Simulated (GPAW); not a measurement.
## A self-consistent single point of CdSe (F-43m, 2 atoms in the cell) with GPAW

Method: PBE, GPAW PAW datasets PBE (gpaw-data 1.0.1) (plane waves; GPAW 25.7.0).

This input was run:

```python
from ase import Atoms
from ase.units import GPa
from gpaw import GPAW

atoms = Atoms(['Cd', 'Se'],
              cell=[[0.000000, 3.042024, 3.042024],
                    [3.042024, 0.000000, 3.042024],
                    [3.042024, 3.042024, 0.000000]],
              scaled_positions=[[0.000000, 0.000000, 0.000000],
                                [0.750000, 0.750000, 0.750000]],
              pbc=True)

calc = GPAW(mode={'name': 'pw', 'ecut': 550},
            xc='PBE',
            kpts={'size': (6, 6, 6), 'gamma': True},
            occupations={'name': 'fixed-uniform'},
            nbands=-6,
            convergence={'density': 1e-05, 'energy': 1e-05, 'bands': -4},
            symmetry={'symmorphic': False, 'tolerance': 0.0005},
            maxiter=100,
            txt='-')

atoms.calc = calc

energy = atoms.get_potential_energy()
print('Energy (eV):', round(energy, 6))
forces = atoms.get_forces()
print('Forces (eV/Ang):')
print(forces.round(5))
stress = atoms.get_stress()
print('Stress (GPa, Voigt):', (stress / GPa).round(4))
```

Output (repeated stretches shortened):

```
Input parameters:
  convergence: {bands: -4,
                density: 1e-05,
                energy: 1e-05}
  kpts: {gamma: True,
         size: (6, 6, 6)}
  maxiter: 100
  mode: {ecut: 550,
         name: pw}
  nbands: -6
  occupations: {name: fixed-uniform}
  symmetry: {symmorphic: False,
             tolerance: 0.0005}
  xc: PBE

species:
  Cd:
    name: Cadmium
    Z: 48.0
    valence: 12
    core: 36
    charge: 0.0
    file: Cd.PBE.gz

    # Using partial waves for Cd as LCAO basis

  Se:
    name: Selenium
    Z: 34.0
    valence: 6
    core: 28
    charge: 0.0
    file: Se.PBE.gz

    # Using partial waves for Se as LCAO basis

Reference energy: -218276.650467  # eV

Spin-paired calculation

Convergence criteria:
 Maximum [total energy] change in last 3 cyles: 1e-05 eV / valence electron
 Maximum integral of absolute [dens]ity change: 1e-05 electrons / valence electron
 Maximum integral of absolute [eigenst]ate change: 4e-08 eV^2 / valence electron
 Maximum number of scf [iter]ations: 100

Symmetries present (total): 24
Symmetries with fractional translations: 0
216 k-points: 6 x 6 x 6 Monkhorst-Pack grid + [1/12,1/12,1/12]
16 k-points in the irreducible part of the Brillouin zone
       k-points in crystal coordinates                weights
   0:     0.00000000    0.00000000    0.00000000          1/216
   1:     0.16666667    0.16666667    0.00000000          6/216
   2:     0.16666667    0.16666667    0.16666667          8/216
   [... 7 lines left out ...]
          ...
  15:     0.50000000    0.50000000    0.50000000          4/216

Wave functions: Plane wave expansion
  Cutoff energy: 550.000 eV
  Number of coefficients (min, max): 1634, 1676
  Pulay-stress correction: 0.000000 eV/Ang^3 (de/decut=0.000000)

Occupation numbers: # Uniform distribution of occupation numbers

Eigensolver

Densities:
  Coarse grid: 24*24*24 grid
  Fine grid: 48*48*48 grid
  Total Charge: 0.000000

Density mixing:
  Method: separate
  Backend: pulay
  Linear mixing parameter: 0.05
  old densities: 5
  Damping of long wavelength oscillations: 50

Hamiltonian:
  XC and Coulomb potentials evaluated on a 48*48*48 grid
  External potential:
    NoExternalPotential

XC parameters: PBE with 2 nearest neighbor stencil

Number of atoms: 2
Number of atomic orbitals: 13
Number of bands in calculation: 15
Number of valence electrons: 18
Bands to converge: 11

Density initialized from atomic densities
  13 bands from LCAO basis set
  2 bands from random numbers

Atomic positions and initial magnetic moments

Positions:
   0 Cd     0.000000    0.000000    0.000000    ( 0.0000,  0.0000,  0.0000)
   1 Se     4.563036    4.563036    4.563036    ( 0.0000,  0.0000,  0.0000)

Unit cell:
           periodic     x           y           z      points  spacing
  1. axis:    yes    0.000000    3.042024    3.042024    24     0.1464
  2. axis:    yes    3.042024    0.000000    3.042024    24     0.1464
  3. axis:    yes    3.042024    3.042024    0.000000    24     0.1464

  Lengths:   4.302072   4.302072   4.302072
  Angles:   60.000000  60.000000  60.000000

Effective grid spacing dv^(1/3) = 0.1597

     iter     time        total  log10-change:
                         energy   eigst   dens
iter:   1 --:--:--    -6.015774   +0.38
iter:   2 --:--:--    -5.940826   -1.18  -1.17
iter:   3 --:--:--    -5.677739   -1.30  -1.21
iter:   4 --:--:--    -5.670969   -3.24  -1.63
iter:   5 --:--:--    -5.681251   -2.49  -1.66
iter:   6 --:--:--    -5.668936   -3.39  -2.28
iter:   7 --:--:--    -5.666562   -3.71  -2.66
iter:   8 --:--:--    -5.666420   -4.00  -2.95
iter:   9 --:--:--    -5.666436c  -5.57  -3.25
iter:  10 --:--:--    -5.666338c  -4.80  -3.36
iter:  11 --:--:--    -5.666337c  -6.94  -4.13
iter:  12 --:--:--    -5.666337c  -6.99  -4.18
iter:  13 --:--:--    -5.666338c  -6.91  -4.27
iter:  14 --:--:--    -5.666337c  -7.45c -4.41
iter:  15 --:--:--    -5.666337c  -8.31c -4.57
iter:  16 --:--:--    -5.666337c  -7.86c -4.66
iter:  17 --:--:--    -5.666337c  -9.00c -4.71
iter:  18 --:--:--    -5.666337c  -9.17c -4.77
iter:  19 --:--:--    -5.666337c  -9.31c -4.89
iter:  20 --:--:--    -5.666337c -10.20c -4.93
iter:  21 --:--:--    -5.666337c  -9.13c -4.96
iter:  22 --:--:--    -5.666337c  -9.11c -5.30c

Converged after 22 iterations.

Dipole moment: (3.227511, 3.227511, 3.227511) |e|*Ang

Energy contributions relative to reference atoms: (reference = -218276.650467)

Kinetic:        +20.240242
Potential:      -18.246298
External:        +0.000000
XC:              -7.709387
Entropy (-ST):   +0.000000
Local:           +0.049105
SIC:             +0.000000
--------------------------
Free energy:     -5.666337
Extrapolated:    -5.666337

Showing only first 2 kpts
 Kpt  Band  Eigenvalues  Occupancy
  0     7      3.62690    2.00000
  0     8      3.62690    2.00000
  0     9      4.22635    0.00000
  0    10      9.53766    0.00000

  1     7      3.06671    2.00000
  1     8      3.06671    2.00000
  1     9      6.08904    0.00000
  1    10      8.48539    0.00000

Fermi level: 3.92662

Gap: 0.599 eV
Transition (v -> c):
  (s=0, k=0, n=8, [0.00, 0.00, 0.00]) -> (s=0, k=0, n=9, [0.00, 0.00, 0.00])
No difference between direct/indirect transitions
Energy (eV): -5.666337

Forces in eV/Ang:
  0 Cd   -0.00000   -0.00000   -0.00000
  1 Se    0.00000   -0.00000    0.00000

Stress tensor:
    -0.015713    -0.000000    -0.000000
    -0.000000    -0.015713     0.000000
    -0.000000     0.000000    -0.015713
Stress (GPa, Voigt): [-2.5176 -2.5176 -2.5176  0.     -0.     -0.    ]
```

The run converged in 22 iterations. GPAW prints stress with tension positive.

The starting cell comes from a database of computed structures (which also holds hypothetical and non-ambient phases and stackings), without a prior relaxation at this level. Its lattice was rescaled by a random factor within 2.5 % of one.
